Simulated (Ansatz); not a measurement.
The starting structures come from a database of crystals and need not be the phases stable at ambient conditions.

The decay constant κ of evanescent states in the gap governs leakage through a thin film.

Input:

```
BiClS
1.0
    3.99040     0.00000     0.00000
    0.00000    12.49642     0.33843
    0.00000     4.68493     6.22107
Bi S Cl
4 4 4
Direct
  0.75000   0.86501   0.27857
  0.25000   0.13499   0.72143
  0.25000   0.36501   0.99142
  0.75000   0.63499   0.00858
  0.25000   0.05160   0.12655
  0.75000   0.94840   0.87345
  0.75000   0.55160   0.77024
  0.25000   0.44840   0.22976
  0.75000   0.31247   0.70327
  0.25000   0.68753   0.29673
  0.25000   0.81247   0.67179
  0.75000   0.18753   0.32821
```

Space group of this cell: Pnma. The cell was relaxed by PBE-D3(BJ); by r2SCAN its mean pressure is 0.8 GPa.

Transport runs along the normal of the first two printed cell vectors.

No gap correction and no spin-orbit coupling; mid-gap values are interpolated between computed energies.

Predict the band gap and the smallest decay constant κ at mid-gap from r2SCAN (Ansatz, a first-principles code).

Gap 2.11 eV on a 8×6×6 mesh; κ = 0.262 1/Å, at (0.375, 0.250) of the in-plane reciprocal vectors. At the zone centre, at the nearest computed energy, the slowest state has κ = 0.28 1/Å.
